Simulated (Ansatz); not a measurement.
The parent structure is AlN in the rock salt structure (space group Fm-3m, No. 225; a = 4.045 Å; a cell from a computed database, its experimental status unchecked). Axes: x, y, z lie along the cube axes.

One thing is altered: a pure shear with ε_xy = ε_yx = -0.0289; the atoms relax in the strained cell.

Levels (all Ansatz, a program for electronic structure, PAW): PBEsol (420 eV, no spin-orbit coupling); r2SCAN (500 eV, no spin-orbit coupling); HSE06 (420 eV, scalar-relativistic without spin-orbit coupling).

One geometry, relaxed with PBEsol, under each level:

```tsv
level	band gap	lowest conduction level above the VBM at special points	pressure
PBEsol	3.44 eV	X 3.44 eV; T 4.14 eV; F₂ 4.62 eV; Σ₀ 4.62 eV	0.42 GPa
r2SCAN	?	?	?
HSE06	4.86 eV	X 4.86 eV; T 5.62 eV; F₂ 6.10 eV; Γ 6.64 eV	–
```

**Question.** Give the withheld r2SCAN results.

**Answer.** 
- r2SCAN, band gap: 4.29 eV
- r2SCAN, lowest conduction level above the VBM at special points: X 4.29 eV; T 5.05 eV; F₂ 5.51 eV; Σ₀ 5.51 eV
- r2SCAN, pressure: -1.08 GPa

Single points use the geometry relaxed with PBEsol. Their cutoffs differ, which shifts pressures a little. HSE06 was sampled on its mesh, a few special points and the semilocal edge points, so its gap is an upper bound. Stability against distortions was not tested. This is not the structure that AlN has at room temperature and ambient pressure. Labels are those of the standard path for the cell's own space group.
